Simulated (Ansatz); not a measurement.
The parent structure is TiO2 in the rutile structure (space group P4_2/mnm, No. 136; a = 4.591 Å, c = 2.939 Å).

One thing is altered: hydrostatic tension (pressure −2 GPa).

Levels (all Ansatz, a first-principles code, PAW): PBEsol (420 eV, scalar-relativistic without spin-orbit coupling); r2SCAN (500 eV, spin-orbit coupling left out); HSE06 (420 eV, no SOC).

One geometry, relaxed with PBEsol, under each level:

```tsv
level	band gap	lowest conduction level above the VBM at special points	pressure
PBEsol	1.87 eV	Γ 1.87 eV; M 1.90 eV; R 1.90 eV; X 2.54 eV	-2.00 GPa
r2SCAN	2.23 eV	Γ 2.23 eV; M 2.27 eV; R 2.28 eV; X 2.91 eV	-0.12 GPa
HSE06	3.39 eV	Γ 3.39 eV; M 3.41 eV; R 3.44 eV	–
```

Single points use the geometry relaxed with PBEsol. Their cutoffs differ, which shifts pressures a little. Load acts through the strain it causes; cell and atoms are relaxed under it. Stability against distortions was not tested. All final runs are without spin polarisation.
